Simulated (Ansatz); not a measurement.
Take GaCuSe₂ in the chalcopyrite structure (space group I-42d, No. 122; a = 5.508 Å, c = 10.962 Å) as the base.

Computed with LDA (Ansatz, a program for electronic structure, PAW, spin-orbit coupling left out).

For the base:

| Property | Result |
|---|---|
| Pressure | 0.0 kbar |

One thing is altered: the cell is scaled by 1.0225 in all directions; the atoms relax in the strained cell.

Estimate the effect on the energy relative to the base and pressure.

The energy grows by 21 meV/atom; the pressure (mean of the normal stresses, compression positive) goes from zero to -44.2 kbar.

Whether these cells are dynamically stable was not tested. All final runs are without spin polarisation.
